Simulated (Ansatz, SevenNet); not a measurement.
For SiC (model structure, started from the WC type, P-6m2, No. 187, 2 atoms in the cell), the machine-learned potential SevenNet-0 (trained on PBE and PBE+U data) gives:

```
Item                   Value
-------------------  -------
lattice parameter a  2.740 Å
c axis length        2.470 Å
```

Problem. What does r²SCAN+rVV10 (PAW; Ansatz, a first-principles code) give for the same quantities?

Solution. 
- lattice constant a: 2.850 Å (grows by 4.0 %)
- lattice parameter c: 2.543 Å (increases by 3.0 %)

Changes are worked out from the printed values.

Unless a cell is named, each level is at its own relaxed cell (SevenNet-0 8.03, r²SCAN+rVV10 8.95 Å³/atom).

Ansatz's density-functional and Hartree–Fock values are scalar-relativistic unless marked +SOC, with PAW data made under PBE.

A model structure was made by putting elements into a prototype or built by hand; it is no filed structure, need not be a known phase, and can be a saddle point held by its symmetry.
